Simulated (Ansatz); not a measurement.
Start from KMgF3 in the cubic perovskite structure (space group Pm-3m, No. 221; a = 3.991 Å).

The values are results of DFT with PBEsol, PAW potentials and a 420 eV plane-wave cutoff in Ansatz (a first-principles code), scalar-relativistic without spin-orbit coupling, not measurements.

Before the change:

| Quantity | Result |
|---|---|
| Band gap | 7.12 eV |
| Pressure | 0.01 GPa |

It is then changed as follows: the cell is scaled by 0.9820 in all directions; the atoms relax in the strained cell.

**Question.** What happens to the energy relative to the base?

**Answer.** The energy increases by 9.0 meV/atom.

**Question.** Estimate the effect on the band gap.

**Answer.** The band gap goes up by 0.41 eV to 7.53 eV.

**Question.** How does this affect the pressure?

**Answer.** The pressure grows by 4.457 GPa, from 0.01 GPa to 4.46 GPa.

Whether these cells are dynamically stable was not tested.
